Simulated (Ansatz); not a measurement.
Consider the formation energy of ZnSe (zinc blende, F-43m) from the elements. Reaction: Se (P3₁21) + Zn (hcp) → ZnSe (zinc blende). The sign is products less reactants. The value is per atom of the solid.

ZnSe (zinc blende, F-43m), 2 atoms in the cell. Conventional cell: a = 5.655 Å, b = 5.655 Å, c = 5.655 Å, α = 90.00°, β = 90.00°, γ = 90.00°.

Ansatz (a first-principles code) with PAW potentials; structures come from PBE+D3(BJ) relaxations, nuclei static, no net charge. Ansatz runs with its PAW set soft_1. Other levels take these structures. HSE06 runs on coarser k-point meshes, mended by the PBE difference between the two meshes. Some cells are metallic or hold partly filled levels, where a hybrid on a coarse mesh is less sure. The lattices are those relaxed with PBE+D3(BJ), so at other levels the solids can be strained, which adds to the spread. A dispersion term (D3(BJ), or D4 for r2SCAN) was computed beside these levels and is taken off wherever the name lacks it. Space groups of crystals are read within 0.01 Å.

Measured enthalpy at 298 K, from tabulated formation enthalpies: -0.85 eV/atom (as tabulated in Zhang and co-workers, 2018, doi:10.1038/s41524-018-0065-z). It holds thermal and zero-point parts that the computed values lack, which would shift all levels alike, taken here as about 0.04 eV/atom at most.

Task: Which of the levels (PBE, LDA, PBEsol, RPBE, r2SCAN, HSE06) reproduces the measured value best, and by how much do the others miss?

Result: 
```csv
Functional,computed (eV/atom),computed less measured
r2SCAN,-0.87,-0.02
HSE06,-0.92,-0.07
RPBE,-0.77,0.08
PBE,-0.73,0.12
LDA,-0.67,0.18
PBEsol,-0.67,0.18
```

r2SCAN comes closest as the numbers stand, but a common shift within 0.04 eV/atom could hand that to RPBE; PBEsol misses by 0.18 eV/atom.
